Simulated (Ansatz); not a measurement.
Take MgSe in the rock salt structure (space group Fm-3m, No. 225; a = 5.450 Å) as the base.

Calculations: PBEsol (Ansatz, a program for electronic structure), spin-orbit coupling left out.

Before the change:

| Quantity | Result |
|---|---|
| Band gap | 1.78 eV |

Now apply this change: an isotropic linear strain of +0.50 %, atoms relaxed at fixed cell.

Predict the new band gap.

The band gap drops by 0.023 eV to 1.75 eV.

Estimate the effect on the energy relative to the base.

The energy goes up by 0.9 meV/atom.

Gaps are read on the SCF mesh and a high-symmetry path. Whether these cells are dynamically stable was not tested.
